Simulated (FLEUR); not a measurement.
Band structure of Ga2Cu (P4/mmm, 3 atoms in the cell).

```xyz
3
Lattice="2.7994 0.0000 0.0000 0.0000 2.7994 0.0000 0.0000 0.0000 5.8033" Properties=species:S:1:pos:R:3 pbc="T T T"
Ga     1.3997     1.3997     1.6500
Ga     1.3997     1.3997     4.1533
Cu     0.0000     0.0000     0.0000
```

Level of theory: LDA (Perdew-Zunger), all-electron FLAPW (FLEUR), scalar-relativistic valence.

Settings: Kmax = 4.3 1/bohr; GmaxXC = 17.2 1/bohr; xcFunctional = pz; jspins = 1; l_soc = F; mode = hist; fermiSmearingEnergy = 0.00499791 Htr; mesh (inpgen div1-3) = 8 8 4; inpgen gamma flag = true; Gmax = 17.2 1/bohr; numbands = 0; maxIterBroyd = 40; imix = Anderson; alpha = 0.05.

The starting cell comes from a database of computed structures (which also holds hypothetical and non-ambient phases and stackings), without a prior relaxation at this level. Spin polarisation is off. Values depend on the basis (sphere radii, cutoffs, local orbitals), which need not be converged.

Levels in eV from the Fermi level, bands 15 to 22:
```
point     15     16     17     18     19     20    21     22
-----  -----  -----  -----  -----  -----  -----  ----  -----
Γ      -3.61  -3.61  -3.53  -3.24   5.84   6.55  6.55   9.23
X      -3.69  -3.49  -2.58  -2.51  -2.50  -1.00  1.90  10.20
M      -2.86  -2.29  -2.29  -1.85   1.20   2.28  2.40   2.40
Z      -3.62  -3.62  -3.24  -1.64   0.63   7.59  7.59   8.26
R      -4.09  -3.69  -3.65  -3.49  -2.23   3.42  3.65   5.88
A      -2.86  -2.28  -1.31  -1.31   0.19   0.19  0.83   2.79
```
